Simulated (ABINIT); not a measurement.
Input and output of a self-consistent single point for TiCo (Pm-3m, 2 atoms in the cell) (ABINIT).

Computed with PBE, norm-conserving pseudopotentials (PseudoDojo nc-sr-05 PBE standard) (plane waves; ABINIT).

The change in words: lattice scaled by 0.98. Reference geometry:
```xyz
2
Lattice="2.9631 0.0000 0.0000 0.0000 2.9631 0.0000 0.0000 0.0000 2.9631" Properties=species:S:1:pos:R:3 pbc="T T T"
Ti     0.0000     0.0000     0.0000
Co     1.4815     1.4815     1.4815
```

Reference input (self-consistent single point, DFT, PBE, plane waves, norm-conserving pseudopotentials (PseudoDojo nc-sr-05 PBE standard)): pseudos = [Ti.upf, Co.upf]; ecut = 48 Ha; occopt = 3; tsmear = 0.136 eV; ngkpt = 9 9 9; nshiftk = 1; shiftk = 0 0 0; potentials = PseudoDojo nc-sr-05 PBE standard; nband = 21; kptopt = 1; nstep = 100; tolvrs = 1e-11. This run's input differs from it in these lines:

```diff
@@ -3,3 +3,3 @@
 pseudos "Ti.upf, Co.upf"
-acell 5.5994285826 5.5994285826 5.5994285826
+acell 5.4874396330 5.4874396330 5.4874396330
 rprim
@@ -14,3 +14,3 @@
          0.0000000000    0.0000000000    0.0000000000
-         2.7997142913    2.7997142913    2.7997142913
+         2.7437198165    2.7437198165    2.7437198165
 ecut 48
```

Output, abridged:

```
--- !BeginCycle
solver: {iscf: 7, nstep: 100, nline: 4, wfoptalg: 0, }
tolerances: {tolvrs: 1.00E-11, }
...

     iter   Etot(hartree)      deltaE(h)  residm     vres2
 ETOT  1  -212.12863615453    -2.121E+02 4.289E-01 4.920E+02
 ETOT  2  -206.31896564381     5.810E+00 4.228E-02 2.842E+04
 ETOT  3  -211.88024874793    -5.561E+00 1.396E-02 2.309E+03
 ETOT  4  -212.28328607061    -4.030E-01 7.682E-03 6.634E+02
 ETOT  5  -212.39319272229    -1.099E-01 1.957E-03 1.316E+02
   [... 5 lines left out ...]
 ETOT 11  -212.41962493966    -8.911E-09 4.163E-04 6.883E-09
 ETOT 12  -212.41962493966    -5.713E-12 2.814E-04 1.291E-08
 ETOT 13  -212.41962493966     2.416E-12 1.775E-04 1.983E-10
 ETOT 14  -212.41962493965     6.082E-12 1.735E-04 7.737E-13
 At SCF step   14       vres2   =  7.74E-13 < tolvrs=  1.00E-11 =>converged.

 Cartesian components of stress tensor (hartree/bohr^3)
  sigma(1 1)= -4.99630734E-04  sigma(3 2)=  0.00000000E+00
  sigma(2 2)= -4.99630734E-04  sigma(3 1)=  0.00000000E+00
  sigma(3 3)= -4.99630734E-04  sigma(2 1)=  0.00000000E+00

 ----iterations are completed or convergence reached----

 reduced coordinates (array xred) for    2 atoms
       0.000000000000      0.000000000000      0.000000000000
       0.500000000000      0.500000000000      0.500000000000
 cartesian forces (eV/Angstrom) at end:
    1     -0.00000000000000    -0.00000000000000    -0.00000000000000
    2     -0.00000000000000    -0.00000000000000    -0.00000000000000
 frms,max,avg= 0.0000000E+00 0.0000000E+00   0.000E+00  0.000E+00  0.000E+00 e/A
   [... lines left out ...]
 Fermi (or HOMO) energy (eV) =  13.06837   Average Vxc (eV)= -13.42734
   [... lines left out ...]
total_energy        : -2.12419624939653E+02
total_energy_eV     : -5.78023195363014E+03
band_energy         : -1.86933609818836E+01
...

-Cartesian components of stress tensor (GPa)         [Pressure=  1.4700E+01 GPa]
- sigma(1 1)= -1.46996412E+01  sigma(3 2)=  0.00000000E+00
- sigma(2 2)= -1.46996412E+01  sigma(3 1)=  0.00000000E+00
- sigma(3 3)= -1.46996412E+01  sigma(2 1)=  0.00000000E+00

 Calculation completed.
```

The run converged in 14 iterations. Against the reference run the free energy goes up by 38.5 meV/atom and the pressure goes from 1.99 to 14.70 GPa.

The starting cell has typed, rounded lattice constants, without a prior relaxation at this level. Its lattice was rescaled by a random factor within 2.5 % of one. For this run, on top of that: lattice scaled by 0.98. Spin polarisation is off. With a pressure of about 15 GPa the cell is away from its equilibrium volume at this level.

Cost on one core of a shared machine: roughly 2 min.
